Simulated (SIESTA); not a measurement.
SIESTA run on LiF (Fm-3m, 2 atoms in the cell): self-consistent single point.

Method: GGA PBE, numerical atomic orbitals DZP, PseudoDojo PBE standard norm-conserving potentials (rewritten from UPF to PSML) in SIESTA.

```
CELL_PARAMETERS angstrom
      0.00000     2.03539     2.03539
      2.03539     0.00000     2.03539
      2.03539     2.03539     0.00000
ATOMIC_POSITIONS crystal
  Li 0.00000 0.00000 0.00000
  F  0.50000 0.50000 0.50000
```

Reference input (self-consistent single point, DFT, GGA PBE, numerical atomic orbitals DZP, PseudoDojo PBE standard norm-conserving potentials (rewritten from UPF to PSML)): XC.functional = GGA; XC.authors = PBE; potentials = PseudoDojo PBE standard; PAO.BasisSize = DZP; PAO.EnergyShift = 0.005 Ry; MeshCutoff = 350 Ry; kgrid.MonkhorstPack = 7 7 7; OccupationFunction = MP; OccupationMPOrder = 0; ElectronicTemperature = 0.01 eV; PAO.Polarization.NonPerturbative = true; MaxSCFIterations = 150. This run's input differs from it in these lines:

```diff
@@ -26,2 +26,3 @@
 PAO.EnergyShift              0.005 Ry
+PAO.SplitNorm                0.1
 PAO.Polarization.NonPerturbative true
```

Log, with long lists cut:

```
        iscf     Eharris(eV)        E_KS(eV)     FreeEng(eV)     dDmax    Ef(eV) dHmax(eV)
   scf:    1     -866.774535     -869.972201     -869.972201  0.550858 -5.334703  3.695375
   scf:    2     -870.175756     -870.078138     -870.078138  0.088888 -5.431424  2.833119
   scf:    3     -870.272198     -870.225477     -870.225477  0.351100 -5.783700  0.271188
   scf:    4     -870.191520     -870.214280     -870.214280  0.062065 -5.989184  0.769207
   scf:    5     -870.225782     -870.225801     -870.225801  0.106574 -5.995434  0.191001
   scf:    6     -870.226963     -870.226600     -870.226600  0.021570 -5.975586  0.008782
   scf:    7     -870.226601     -870.226600     -870.226600  0.000315 -5.975541  0.006161
   scf:    8     -870.226602     -870.226601     -870.226601  0.000710 -5.975238  0.000006
   scf:    9     -870.226601     -870.226601     -870.226601  0.000001 -5.975242  0.000005
SCF Convergence by DM+H criterion
max |DM_out - DM_in|         :     0.0000005595
max |H_out - H_in|      (eV) :     0.0000046119
SCF cycle converged after 9 iterations

Using DM_out to compute the final energy and forces

siesta: E_KS(eV) =             -870.2266

siesta: E_KS - E_eggbox =      -870.2266

siesta: Atomic forces (eV/Ang):
     1   -0.000000   -0.000000   -0.000000
     2   -0.000000   -0.000000   -0.000000
   Tot   -0.000000   -0.000000   -0.000000
   Max    0.000000
   Res    0.000000    sqrt( Sum f_i^2 / 3N )
   Max    0.000000    constrained

Stress tensor Voigt[x,y,z,yz,xz,xy] (kbar):        2.61        2.61        2.61       -0.22       -0.22       -0.22
(Free)E + p*V (eV/cell)     -870.2541
Target enthalpy (eV/cell)     -870.2266

siesta: Program's energy decomposition (eV):
siesta: FreeEng =      -870.226601

   [... lines left out ...]
siesta: Cell volume =         16.864379 Ang**3
siesta:          -2.60792296         -2.60791913  kBar
   [... lines left out ...]
               2s      2s      2py     2pz     2px     2py     2pz     2px
               3dxy    3dyz    3dz2    3dxz    3dx2-y2
   2  7.439   1.834   0.038   2.002   2.002   2.002  -0.152  -0.152  -0.152
              0.002   0.002   0.006   0.002   0.006

mulliken: Qtot =       10.000

Mulliken Atomic Populations:
Atom #   charge [q] valence [e]  Species
     1     0.438544    2.561456  Li
     2    -0.438544    7.438544  F
 Total    -0.000000
```

The run converged in 9 iterations. Against the reference run the free energy rises by 16.8 meV/atom, the pressure goes from -0.04 to -0.26 GPa and the gap on the mesh goes from 8.738 to 8.661 eV.

The starting cell comes from a database of computed structures (which also holds hypothetical and non-ambient phases and stackings), without a prior relaxation at this level. Its lattice was rescaled by a random factor within 2.5 % of one. Values carry the incompleteness of an atom-centred basis.
